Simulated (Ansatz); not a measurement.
Adsorption energy and surface dipole of F on the 1x1 (111) surface of fcc Pd, one in a 2x2 cell, started at the site 'hollow Pd-Pd-Pd over Pd at depth 4.5 Å', worked from the runs' numbers; total energies count from the potentials' own zero.

Method: PBE (plane waves to 420 eV, PAW; Ansatz, an electronic-structure program).

Model: 17-atom slab, 6.8 Å thick at the start under the adsorbate (thin: gaps and levels are the slab's own), 6x6x1 mesh, Fermi-Dirac 0.1 eV, dipole correction, 8 atoms held, the rest relaxed; start symmetry kept, larger cells not searched; no spin, no spin-orbit, no U, no dispersion correction. At the end it is bonded to 3 Pd. In PBE it is, or lies within 0.03 eV of, the lowest of the starts that converged.

| quantity | value |
|---|---|
| slab with the adsorbate | -112368.763 eV |
| clean slab, same cell and mesh | -111561.089 eV |
| reference, ½ F2(g) | -805.593 eV |
| area of the cell | 26.94 Å² |
| change of the step from the bottom to the top vacuum level | 0.921 eV |

**Question.** What is the adsorption energy against this reference?

**Answer.** E(slab + adsorbate) − E(slab) − E(reference) = -2.08 eV, so in this state the adsorbate is more stable than in the reference, at a coverage of 3.71 a nm².

**Question.** What dipole does adsorption add to the slab along the outward normal (Helmholtz relation, ε₀ = 0.005526 e/(V·Å))?

**Answer.** p = −ε₀·A·ΔV = -0.137 e·Å = -0.66 D; its negative end points to the vacuum, which raises the vacuum level.
